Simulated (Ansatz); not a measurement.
## LaTiO₂N (Pmma, No. 51, 10 atoms in the cell; start mp-1178120)

Calculation: r²SCAN+rVV10 (Ansatz, a first-principles code, plane waves, PAW).

Run with plane-wave cutoff 560 eV, 6×10×6 k mesh (along the axes of the cell as run), Fermi–Dirac smearing 0.01 eV, no spin polarisation, scalar-relativistic PAW data made under PBE.

Cell (relaxed at this level):

LaTiNO$_{2}$ is modelled in the orthorhombic space group Pmma (No. 51), Pearson symbol oP10. Cell: a = 5.6023 Å, b = 3.8446 Å, c = 5.6607 Å, α = 90.00°, β = 90.00°, γ = 90.00°. La on 2e has 1 O at 2.553 Å and 6 O at 2.715–2.802 Å and 1 O at 3.107 Å and 4 N at 2.823 Å (cuboctahedral). Ti on 2f is surrounded by 2 N at 1.911 Å and 2 O at 1.943 Å and 2 O at 2.074 Å. N on 2d is coordinated by 2 Ti at 1.911 Å and 4 La at 2.823 Å (octahedral). O1 on 2b has 2 Ti at 2.074 Å and 4 La at 2.715 Å (octahedral). O2 on 2e has 2 Ti at 1.943 Å and 1 La at 2.553 Å and 2 La at 2.802 Å and 1 La at 3.107 Å. (Neighbours: up to the widest gap in distance over summed covalent radii, below 1.35, at either atom; cation-cation and far metal-metal contacts left out.)

For LaTiO₂N (Pmma, No. 51, 10 atoms in the cell; start mp-1178120), the band gap is 1.11 eV.

Spin–orbit coupling is not included.

The computed numbers hold no vibrational or temperature effects.

It cost roughly 2.9 core-minutes of CPU time.

A start named mp-… is a Materials Project structure, which need not be a measured phase.
